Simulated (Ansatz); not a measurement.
Consider PbSe in the rock salt structure (space group Fm-3m, No. 225).

```
PbSe
1.0
    0.00000     3.08901     3.08901
    3.08901     0.00000     3.08901
    3.08901     3.08901     0.00000
Se Pb
1 1
Direct
  0.00000   0.00000   0.00000
  0.50000   0.50000   0.50000
```

Cartesian axes are those of the cell as printed.

Calculations: r2SCAN (Ansatz, a program for electronic structure, PAW, no spin-orbit coupling).

Modification: the cell is scaled by 1.0093 in all directions; the atoms relax in the strained cell.

Predict the stress tensor and what it implies for the stiffness.

Stress of the strained cell less that of the base (GPa, compression positive):
```
  -1.34    0.00    0.00
   0.00   -1.34    0.00
   0.00    0.00   -1.34
```

Then B = −ΔP/(ΔV/V₀) with ΔV/V₀ = 0.0282 gives secant stiffness values (nonlinear terms included at this strain): B ≈ 48 GPa.

Stability against distortions was not tested.
